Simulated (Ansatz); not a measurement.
The reference is HgTe in the zinc blende structure (space group F-43m, No. 216; a = 6.6509 Å).

All numbers come from plane-wave PAW DFT at the PBE level (Ansatz, a program for electronic structure, 420 eV), spin-orbit coupling left out.

For the base:

The pressure is 0.0 GPa and the band gap is zero.

Now apply this change: every lattice vector is shortened by 0.25 %; the atoms relax in the strained cell.

Q: Estimate the effect on the pressure, energy relative to the base and band gap.

A: The pressure goes from zero to 0.3 GPa; the energy hardly moves; the band gap is still zero.

A case with no gap was solved on a k-mesh chosen for an insulator, which is coarse for it. With Hg and Te present, leaving out spin-orbit coupling can change the band edges. Whether these cells are dynamically stable was not tested. The final runs are not spin-polarised. The zero or small gap of HgTe can change with the level of theory.
